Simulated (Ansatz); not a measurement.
Sr₂Ta₂O₇ (Cmcm, No. 63, 22 atoms in the cell; start mp-12286)

The numbers are results of HSE06 in Ansatz (plane waves, PAW), not measurements.

Run with plane-wave cutoff 460 eV, 6×6×4 k mesh (along the axes of the cell as run), Fermi–Dirac smearing 0.01 eV, scalar-relativistic PAW data made under PBE.

Cell (relaxed with PBEsol):

Space group Cmcm (No. 63); a = 3.946 Å, b = 27.259 Å, c = 5.678 Å, α = β = γ = 90.00°

| atom | site | symmetry | x | y | z |
|---|---|---|---|---|---|
| Sr | 4c | m2m | 0.0000 | 0.2853 | 0.2500 |
| Sr | 4c | m2m | 0.0000 | 0.5536 | 0.2500 |
| Ta | 4c | m2m | 0.0000 | 0.1596 | 0.2500 |
| Ta | 4c | m2m | 0.0000 | 0.0547 | 0.7500 |
| O | 4a | 2/m.. | 0.0000 | 0.0000 | 0.0000 |
| O | 4c | m2m | 0.0000 | 0.4533 | 0.2500 |
| O | 8f | m.. | 0.0000 | 0.0992 | 0.0091 |
| O | 8f | m.. | 0.0000 | 0.2065 | 0.0105 |
| O | 4c | m2m | 0.0000 | 0.6491 | 0.2500 |
(The calculation used a cell of 22 atoms; values per cell refer to that cell.)

```yaml
band_gap: 4.40 eV (on the SCF k mesh)
```

Note: cell and atoms aren't relaxed at this level (pressure 0.5 GPa).

Spin–orbit coupling is not included.

The computed numbers hold no vibrational or temperature effects.

Cost on a shared machine: very roughly 70 core-minutes.

A start named mp-… is a Materials Project structure, which need not be a measured phase.

Ansatz is a program for electronic structure.
